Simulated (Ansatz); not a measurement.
## What uniaxial strain ε_xx = −3.67 % does to HfGe2

Take HfGe2 (space group Cmcm, No. 63; a = 3.781 Å, b = 14.744 Å, c = 3.747 Å) as the base. Axes: x, y, z lie along a, b, c of the conventional cell.

Modification: uniaxial strain ε_xx = −3.67 %, all other strain components held at zero, atoms relaxed at fixed cell.

The values are results of PBEsol in Ansatz (plane waves to 420 eV, PAW, spin-orbit coupling left out), earlier PAW set, not measurements. k-mesh 13×13×12 (Γ-centred); smearing 0.05 eV (Fermi–Dirac).

```json
[
 {"quantity": "volume per atom", "base": "17.41 Å³", "changed": "16.77 Å³", "shift": "-0.64 Å³"},
 {"quantity": "space group", "base": "Cmcm (No. 63)", "changed": "Cmcm (No. 63)", "shift": "–"},
 {"quantity": "shortest interatomic distance", "base": "4.910 bohr", "changed": "4.868 bohr", "shift": "-0.0426 bohr"},
 {"quantity": "energy relative to the base (free energy F)", "base": "0 meV/atom", "changed": "+17 meV/atom", "shift": "+17 meV/atom"},
 {"quantity": "pressure (mean of the normal stresses, compression positive)", "base": "0.0 GPa", "changed": "5.2 GPa", "shift": "+5.2 GPa"},
 {"quantity": "band gap", "base": "zero", "changed": "zero", "shift": "–"},
 {"quantity": "stress (xx, yy, zz, yz, xz, xy; compression positive) (rough)", "base": "–", "changed": "(8.7, 3.2, 3.9, 0.0, 0.0, 0.0) GPa", "shift": "–"}
]
```

Without a gap, meshes like the base's 13×13×12 leave anisotropic stresses uncertain by several tenths of a GPa, and small strain energies with them. No phonon test of stability was made. The final runs are not spin-polarised.

Ansatz is a program for electronic structure.
